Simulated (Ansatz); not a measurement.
An Ansatz (a program for electronic structure) input (plane-wave PAW DFT at the PBE level (Ansatz, 420 eV), no SOC):

Ansatz 0.2 input:
```yaml
crystal:
  lattice:
    - [2.9103829762, 0, 0]
    - [1.4551914881, 2.5204655922, 0]
    - [0, 0, 4.6772731504]
  atoms:
    - { symbol: Ti, position: [0.6666666667, 0.6666666667, 0.75] }
    - { symbol: Ti, position: [0.3333333333, 0.3333333333, 0.25] }
basis: { ecutwfc: 420, ecutrho_ratio: 4, xc_grid: 2, fft_grid_basis: typed }
kpoints: { mp_grid: { grid: [23, 23, 13] } }
hamiltonian:
  xc: pbe
  dispersion: none
  pseudopotentials: { kind: paw }
scf: { occupations: { method: fermi_dirac, width: 0.1 } }
relax: { f_tol: 0.005, max_steps: 50, cell: { stress_tol: 0.01, fix: [a, b, gamma] } }
output: { forces: true, stress: true }
checkpoint: { write: state.ck, write_every: 1000 }
```

Which symmetry and how many k-points will the program report, and about how many plane waves at Γ?

Space group P63/mmc (ITA 194) with 24 operations, k-points 392 of 6877, and 687 plane waves at Γ.

And the final pressure?

1.32 GPa (compression positive).

The cells carry an imposed strain or load. Whether these cells are dynamically stable was not tested. All final runs are without spin polarisation. The cell was made from Ti in the hcp (Mg type) structure (space group P6_3/mmc, No. 194) by this change: biaxial strain −1.00 %, plane normal [001], relaxed out of plane.
